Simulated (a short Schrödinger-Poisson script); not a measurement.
Structure: MOS inversion layer, Al2O3 on p-type Si(100), at 400 K.

From the gate side: 6 nm Al2O3; 300 nm Si, acceptors 2.1e18 cm⁻³.

Constants are typed, rounded textbook-type inputs, not results; the design itself was drawn at random and stands for no fabricated device. Al2O3: permittivity 9, conduction-band edge (eV) 2.7, gap (eV) 6.8, electron mass (mₑ) 0.3. Si: permittivity 11.7, conduction-band edge (eV) 0, gap (eV) 1.124, Nv at 300 K (cm⁻³) 3.1e19.

Channel valleys (confinement mass, in-plane density-of-states mass, number): Δ2 0.916, 0.19, 2; Δ4 0.19, 0.417, 4. At the gate the conduction-band edge of layer 1 lies 2.97 eV − eVg above the Fermi level of the channel; the field vanishes at the back. Gaps are held at their typed values at every temperature. Mesh 0.03 nm at interfaces.

From a short Schrödinger-Poisson script (our own, NumPy): 1D Poisson equation in equilibrium, electrons quantum, Hartree (BenDaniel-Duke, 12 states a valley, the channel's in-plane mass for all, wave functions free to enter the dielectric), parabolic valleys, classical holes, full ionisation, no traps, pinning or gate leakage.

| Vg (V) | electrons (cm⁻²) | C (μF/cm²) | Δ2 E0 (meV from the Fermi level) | Δ4 E0 (meV from the Fermi level) |
|---|---|---|---|---|
| 0.7 | 2.60e9 | 0.345 | 279.4 | 353.5 |
| 0.8 | 1.90e10 | 0.371 | 210.1 | 286.3 |
| 0.9 | 1.14e11 | 0.527 | 147.4 | 225.6 |
| 1 | 4.04e11 | 0.772 | 102.7 | 182.9 |
| 1.1 | 8.72e11 | 0.926 | 74.8 | 156.8 |
| 1.2 | 1.44e12 | 1.01 | 56.0 | 139.9 |
| 1.3 | 2.06e12 | 1.05 | 42.1 | 127.8 |
| 1.4 | 2.70e12 | 1.08 | 31.1 | 118.5 |
| 1.5 | 3.37e12 | 1.10 | 21.8 | 110.9 |
| 1.6 | 4.05e12 | 1.12 | 13.7 | 104.5 |
| 1.7 | 4.75e12 | 1.13 | 6.6 | 98.9 |
| 1.8 | 5.45e12 | 1.14 | 0.1 | 94.0 |
| 1.9 | 6.16e12 | 1.15 | -5.8 | 89.6 |
| 2 | 6.87e12 | 1.15 | -11.4 | 85.6 |
| 2.1 | 7.59e12 | 1.16 | -16.6 | 81.9 |
| 2.2 | 8.31e12 | 1.16 | -21.5 | 78.5 |
| 2.3 | 9.03e12 | 1.17 | -26.1 | 75.3 |
| 2.4 | 9.76e12 | 1.17 | -30.6 | 72.3 |

Gate voltages with under 1e9 electrons/cm² are left out.

**Question.** At Vg = 2.4 V the lowest Δ2 subband lies at -30.6 meV from the Fermi level. How many electrons does it hold, and what share of all?

**Answer.** The two-dimensional density of states is g m/(πħ²) = 1.59e11 cm⁻² meV⁻¹ (both spins), kT = 34.5 meV, so n = D kT ln(1 + exp(−E/kT)) = 6.74e12 cm⁻², 0.69 of the 9.76e12 cm⁻² in all.

**Question.** Compare the slope of the sheet density between 2.2 and 2.4 V with the geometric capacitance of the layers between gate and channel.

**Answer.** q Δn/ΔV = 1.16 μF/cm²; ε0/Σ(t/ε) = 1.33 μF/cm². The ratio is 0.87: the channel acts as a further capacitance in series.
